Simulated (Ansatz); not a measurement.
Start from Au in the fcc (Cu type) structure (space group Fm-3m, No. 225; a = 4.083 Å; relaxed with 0.1 eV smearing). Axes: x, y, z lie along the cube axes.

The change: biaxial strain +0.31 %, plane normal [111], relaxed out of plane (Cartesian); in-plane vectors clamped, the third vector and the atoms free.

Levels (all Ansatz, a quantum-chemistry and plane-wave program, PAW, earlier PAW set): PBEsol (420 eV, no spin-orbit coupling); r2SCAN (500 eV, without spin-orbit coupling).

The geometry is relaxed with PBEsol.

```
Quantity           Result
---------------  --------
PBEsol pressure  -0.4 GPa
```

### Question
How does going to r2SCAN change the pressure?

### Answer
The pressure goes up by 5.1 GPa to 4.7 GPa.

Single points use the geometry relaxed with PBEsol. Their cutoffs differ, which shifts pressures a little. Stability against distortions was not tested.
